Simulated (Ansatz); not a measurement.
BN: element substitutions

Start from BN in the zinc blende structure (space group F-43m, No. 216).

```
CELL_PARAMETERS angstrom
      0.00000     1.80443     1.80443
      1.80443     0.00000     1.80443
      1.80443     1.80443     0.00000
ATOMIC_POSITIONS crystal
  N  0.75000 0.75000 0.75000
  B  0.00000 0.00000 0.00000
```

Each row replaces one element on all its sites; cell and atoms are relaxed.

Method: plane-wave PAW DFT at the r2SCAN level (Ansatz, a quantum-chemistry and plane-wave program, 500 eV), no SOC, earlier PAW set.

| variant | band gap | volume per atom |
|---|---|---|
| base | 4.99 eV | 5.88 Å³ |
| N → Bi | 0.37 eV | 20.71 Å³ |
| B → Cr | zero | 10.59 Å³ |
| B → Al | ? | ? |

Task: Some entries are withheld; estimate them.

Result: 
- B → Al, band gap: 3.93 eV
- B → Al, volume per atom: 10.43 Å³

Other magnetic orders, which the real material may have, were not ruled out. Spin-orbit coupling, missing from the scalar runs, can matter with Bi. No phonon test of stability was made. As relaxed here, BiB is a hypothetical phase, not in the database extracts checked. For CrN in this form, whether it has been made was not checked. This is not the structure that AlN has at room temperature and ambient pressure.
